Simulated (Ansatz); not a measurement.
Start from CsCaBr$_{3}$ in the cubic perovskite structure (space group Pm-3m, No. 221; a = 5.640 Å; a cell from a computed database, its experimental status unchecked). Axes: x, y, z lie along the cube axes.

The change: biaxial strain −3.30 %, plane normal [001], relaxed out of plane (Cartesian); in-plane vectors clamped, the third vector and the atoms free.

Levels (all Ansatz, a first-principles code, PAW): PBEsol (420 eV, without spin-orbit coupling); PBEsol+SOC (420 eV, with spin-orbit coupling).

The geometry is relaxed with PBEsol.

| Quantity | Value |
|---|---|
| PBEsol gap character | indirect, A → Γ |
| PBEsol band gap | 4.48 eV |
| PBEsol smallest direct gap | 4.76 eV |

With PBEsol+SOC at the same geometry, the gap character stays indirect, A → Γ; the band gap falls by 0.07 eV, from 4.48 eV to 4.41 eV; the smallest direct gap drops by 0.18 eV, from 4.76 eV to 4.58 eV.

Single points use the geometry relaxed with PBEsol. The spin-orbit shifts are approximate. Stability against distortions was not tested. Many cubic perovskites are stable only at high temperature; tilts and polar distortions were not tested. k-point labels follow each cell's own Brillouin zone.
